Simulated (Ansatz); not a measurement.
The parent structure is HfO$_{2}$ in the fluorite structure (space group Fm-3m, No. 225; a = 5.0585 Å).

All numbers come from Ansatz (a first-principles code) r2SCAN, without spin-orbit coupling.

One change was made to it. Results:

| quantity | base | after |
|---|---|---|
| hole mass | 0.28 mₑ along k, 2.9 mₑ across (at X) | 0.27 mₑ along k, 2.4 mₑ across (at X) |
| gap character | direct at X | indirect, X → Γ |
| shortest interatomic distance | 2.190 Å | 2.029 Å |
| electron mass (degenerate bands, along [100]) | – | 0.37, 1.5 mₑ (at Γ) |

### Question
Which of these changes matches the shifts?
(A) pressure 30 GPa
(B) pressure 15 GPa
(C) pressure 7 GPa
(D) pressure 3 GPa
(E) pressure 100 GPa

### Answer
E, pressure 100 GPa. For comparison, the gap character in the other runs: pressure 15 GPa gives direct at X; pressure 7 GPa gives direct at X; pressure 3 GPa gives direct at X; pressure 30 GPa gives direct at X.

Spin-orbit coupling, missing from the scalar runs, can matter with Hf. Load acts through the strain it causes; cell and atoms are relaxed under it. Masses are band curvatures over ±0.01 Å⁻¹ around the edge. Along k means along the line from Γ to the band edge. No phonon test of stability was made. No other phases were tried under pressure. This is not the structure that HfO2 has at room temperature and ambient pressure.
